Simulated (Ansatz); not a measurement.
## Point defect Si vacancy + O on the C site in 4H silicon carbide

Computed with PBE, PAW (plane waves to 420 eV; Ansatz, a first-principles code). The supercell holds 96 host sites (3×2×1 repeats of the unit cell), with a 2×2×2 shifted k-point sampling for the final energies. Sites at the start: the Si(k) site; C(h) 1.89 Å away. Finite-size correction: monopole term and site-potential alignment. Dielectric constants: PBE linear response of the host. Host gap at this level: 2.23 eV. Finite-size and sampling errors can reach tenths of an eV here. Levels are measured in PBE's own, too narrow, gap. Spin–orbit coupling is left out. Each state is the lowest found from its start.

Formation energies E_f are given with the Fermi level at the valence-band maximum. Chemical conditions: C-rich (Δμ(C) = 0.00 eV, Δμ(Si) = -0.41 eV, Δμ(O) = -3.97 eV, bounded by alpha cristobalite; only phases computed here count, gases as isolated molecules at 0 K); Si-rich (Δμ(C) = -0.41 eV, Δμ(Si) = 0.00 eV, Δμ(O) = -4.17 eV, bounded by alpha cristobalite; only phases computed here count, gases as isolated molecules at 0 K). Reference phases: C: graphite, O: O2 molecule in a box, Si: silicon.

```
charge         moment (μB)  largest move off a lattice site (Å)  image correction with alignment (eV)  E_f, C-rich (eV)  E_f, Si-rich (eV)  above the lowest spin state (eV)
------  ------------------  -----------------------------------  ------------------------------------  ----------------  -----------------  --------------------------------
+1                     1.0                                 0.30                                 -0.06              5.46               5.66                              0.00
+1                     1.0                                 0.30                                 -0.06              5.46               5.66                              0.00
0†                     2.0                                 0.32                                  0.03              5.91               6.12                              0.00
0       not spin-polarised                                 0.32                                  0.03              6.08               6.29                              0.17
−1                     1.0                                 0.32                                  0.46              7.24               7.45                              0.00
−1                     1.0                                 0.32                                  0.46              7.24               7.45                              0.00
```

† Not settled in this cell, so no level is given: charge 0: a dipole correction that the other charges lack.

Starting moments that weren't kept: charge +1 began with 3 μB and ended with 1.0; charge −1 began with 3 μB and ended with 1.0.

Flagged in the runs: a host whose relaxation on this sampling wasn't shown to rest.

All states together cost about 3 core-hours (a rough figure).
